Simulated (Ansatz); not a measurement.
SiC (model structure, started from the CdTe type, P6₄22, No. 181, 6 atoms in the cell) was calculated with G0W0@PBEsol+SOC (Ansatz, a program for electronic structure, hard PAW, contour deformation, complete-basis limit, spin–orbit shift from PBEsol).

Run with largest k mesh 12×12×4 (not extrapolated in the mesh).

Cell (relaxed with PBEsol):

Space group P6₄22 (No. 181); a = b = 3.0673 Å, c = 7.0225 Å, α = β = 90.00°, γ = 120.00°

```
atom  site  symmetry       x       y       z
----  ----  --------  ------  ------  ------
Si      3c       222  0.5000  0.0000  0.0000
C       3d       222  0.5000  0.0000  0.5000
```

Question: What does this level give for the band gap?

Answer: 
- band gap: 1.62 eV

Note: the correction to the complete basis was taken at k points off the band edges; spin–orbit coupling enters as the shift of the gap found with a semilocal functional; the relaxation could raise the start's symmetry but not lower it, so the cell can be a saddle point.

A model structure was made by putting elements into a prototype or built by hand; it is no filed structure, need not be a known phase, and can be a saddle point held by its symmetry.
